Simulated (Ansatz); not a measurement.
## Response to strain in SnO2

The parent structure is SnO$_{2}$ in the rutile structure (space group P4_2/mnm, No. 136).

```
CELL_PARAMETERS angstrom
      4.72236     0.00000     0.00000
      0.00000     4.72236     0.00000
      0.00000     0.00000     3.19034
ATOMIC_POSITIONS crystal
  Sn 0.00000 0.00000 0.00000
  Sn 0.50000 0.50000 0.50000
  O  0.30607 0.30607 0.00000
  O  0.80607 0.19393 0.50000
  O  0.19393 0.80607 0.50000
  O  0.69393 0.69393 0.00000
```

Cartesian axes are those of the cell as printed.

Strains are applied to the cell and any free atomic positions relax.

The values are results of Ansatz (a quantum-chemistry and plane-wave program) LDA, no spin-orbit coupling, not measurements.

```json
[
 {"uniaxial strain ε_xx (%)": "0", "band gap (eV)": "1.16"},
 {"uniaxial strain ε_xx (%)": "0.6", "band gap (eV)": "?"},
 {"uniaxial strain ε_xx (%)": "1.2", "band gap (eV)": "1.05"},
 {"uniaxial strain ε_xx (%)": "1.8", "band gap (eV)": "0.99"},
 {"uniaxial strain ε_xx (%)": "2.4", "band gap (eV)": "0.94"},
 {"uniaxial strain ε_xx (%)": "3", "band gap (eV)": "0.89"}
]
```

Question: Fit E_g = E₀ + Dε (ε in %) to the rows shown and predict the withheld row.

Answer: Least squares on the printed values gives E₀ = 1.16 eV, D = -90.5 meV per % of strain (largest residual 0.01 eV); this predicts 1.10 eV, and the run gives 1.10 eV, in agreement.

Whether these cells are dynamically stable was not tested.
